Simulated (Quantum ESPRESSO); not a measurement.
Input and output of a self-consistent single point for SiO2 (Ia-3, 24 atoms in the cell) (Quantum ESPRESSO).

Computed with LDA (PZ), GBRV 1.5 ultrasoft (LDA) pseudopotentials (plane waves; Quantum ESPRESSO).

```yaml
crystal:
  lattice:
    - [-4.19608, 4.19608, 4.19608]
    - [4.19608, -4.19608, 4.19608]
    - [4.19608, 4.19608, -4.19608]
  atoms:
    - { symbol: Si, position: [0.50000, 0.00000, 0.78250] }
    - { symbol: Si, position: [0.50000, 0.00000, 0.21750] }
    - { symbol: Si, position: [0.71750, 0.71750, 0.71750] }
    - { symbol: Si, position: [0.28250, 0.28250, 0.28250] }
    - { symbol: Si, position: [0.00000, 0.78250, 0.50000] }
    - { symbol: Si, position: [0.00000, 0.21750, 0.50000] }
    - { symbol: Si, position: [0.78250, 0.50000, 0.00000] }
    - { symbol: Si, position: [0.21750, 0.50000, 0.00000] }
    - { symbol: O, position: [0.68023, 0.93023, 0.75000] }
    - { symbol: O, position: [0.31977, 0.06977, 0.25000] }
    - { symbol: O, position: [0.81977, 0.56977, 0.25000] }
    - { symbol: O, position: [0.18023, 0.43023, 0.75000] }
    - { symbol: O, position: [0.75000, 0.68023, 0.93023] }
    - { symbol: O, position: [0.25000, 0.31977, 0.06977] }
    - { symbol: O, position: [0.25000, 0.81977, 0.56977] }
    - { symbol: O, position: [0.75000, 0.18023, 0.43023] }
    - { symbol: O, position: [0.93023, 0.75000, 0.68023] }
    - { symbol: O, position: [0.06977, 0.25000, 0.31977] }
    - { symbol: O, position: [0.56977, 0.25000, 0.81977] }
    - { symbol: O, position: [0.43023, 0.75000, 0.18023] }
    - { symbol: O, position: [0.50000, 0.00000, 0.00000] }
    - { symbol: O, position: [0.50000, 0.50000, 0.50000] }
    - { symbol: O, position: [0.00000, 0.00000, 0.50000] }
    - { symbol: O, position: [0.00000, 0.50000, 0.00000] }
```

Reference input (self-consistent single point, DFT, LDA (PZ), plane waves, GBRV 1.5 ultrasoft (LDA) pseudopotentials): ecutwfc = 40 Ry; ecutrho = 200 Ry; occupations = smearing; smearing = gaussian; degauss = 0.0036749 Ry; potentials = {Si: si_lda_v1.uspp.F.UPF, O: o_lda_v1.2.uspp.F.UPF}; K_POINTS = automatic 5 5 5 0 0 0; conv_thr = 1e-08 Ry; mixing_beta = 0.4. This run's input differs from it in these lines:

```diff
@@ -14,3 +14,3 @@
    ecutwfc = 40
-   ecutrho = 200
+   ecutrho = 80
    occupations = 'smearing'
```

Output (repeated stretches shortened):

```
     Self-consistent Calculation

     iteration #  1     ecut=    40.00 Ry     beta= 0.40

     total energy              =    -595.00623029 Ry
     estimated scf accuracy    <       6.28410756 Ry

     iteration #  2     ecut=    40.00 Ry     beta= 0.40

     total energy              =    -596.33350801 Ry
     estimated scf accuracy    <       0.16830564 Ry

     iteration #  3     ecut=    40.00 Ry     beta= 0.40

     total energy              =    -596.32024237 Ry
     estimated scf accuracy    <       0.07067684 Ry

   [... 6 blocks of this kind left out ...]

     iteration # 10     ecut=    40.00 Ry     beta= 0.40

     total energy              =    -596.33066522 Ry
     estimated scf accuracy    <       0.00000001 Ry

     iteration # 11     ecut=    40.00 Ry     beta= 0.40
     End of self-consistent calculation

     the Fermi energy is     5.4553 ev

!    total energy              =    -596.33066528 Ry
     estimated scf accuracy    <          1.3E-09 Ry
     smearing contrib. (-TS)   =      -0.00000000 Ry
     internal energy E=F+TS    =    -596.33066528 Ry

     convergence has been achieved in  11 iterations

     Forces acting on atoms (cartesian axes, Ry/au):

     atom    1 type  1   force =    -0.00269312   -0.00269312    0.00269312
     atom    2 type  1   force =     0.00269312    0.00269312   -0.00269312
     atom    3 type  1   force =     0.00269312    0.00269312    0.00269312
     atom    4 type  1   force =    -0.00269312   -0.00269312   -0.00269312
     atom    5 type  1   force =    -0.00269312    0.00269312   -0.00269312
   [... lines left out ...]

     Total force =     0.032672     Total SCF correction =     0.000028

          total   stress  (Ry/bohr**3)                   (kbar)     P=       29.45
   0.00020017   0.00000000   0.00000000           29.45        0.00        0.00
   0.00000000   0.00020017  -0.00000000            0.00       29.45       -0.00
  -0.00000000  -0.00000000   0.00020017           -0.00       -0.00       29.45

   JOB DONE.
```

The run converged in 11 iterations. Against the reference run the free energy drops by 8.7 meV/atom, the pressure goes from 2.38 to 2.94 GPa, the largest force goes from 0.210 to 0.222 eV/Å and the gap on the mesh moves little (5.873 to 5.872 eV).

The starting cell comes from a database of computed structures (which also holds hypothetical and non-ambient phases and stackings), without a prior relaxation at this level. Its lattice was rescaled by a random factor within 2.5 % of one.

Cost on one core of a shared machine: roughly 4 min.
